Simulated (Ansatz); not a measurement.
**Effect of isotropic strain +3.74 % on CdSe**

Take CdSe in the wurtzite structure (space group P6_3mc, No. 186; a = 4.3397 Å, c = 7.0783 Å) as the base.

One thing is altered: the cell is scaled by 1.0374 in all directions, atoms relaxed at fixed cell.

Level of theory: r2SCAN in Ansatz (plane waves to 500 eV, PAW, no SOC), earlier PAW set. k-mesh 9×9×5 (Γ-centred); smearing 0.05 eV (Fermi–Dirac).

- Volume per atom: 32.22 Å³ (base 28.86 Å³)
- Space group: P6_3mc (No. 186) (base P6_3mc (No. 186))
- Energy relative to the base (free energy F): +51 meV/atom
- Pressure (mean of the normal stresses, compression positive): -4.40 GPa (base 0.01 GPa)
- Band gap: 0.84 eV (base 1.10 eV)
- Gap character: direct at Γ (base direct at Γ)
- Width of the top valence band: 1.37 eV (base 1.67 eV)
- Electron mass: 0.080 mₑ along c, 0.085 mₑ across (at Γ) (base 0.093 mₑ along c, 0.100 mₑ across (at Γ))
- Valence-band top at Γ (three highest levels, from the VBM): 0.00, 0.00, -0.03 eV (base 0.00, 0.00, -0.04 eV)

Effective masses come from finite differences of ±0.01 Å⁻¹. Semilocal Kohn–Sham gaps tend to fall short of experiment. Stability against distortions was not tested.

Ansatz is an electronic-structure program.
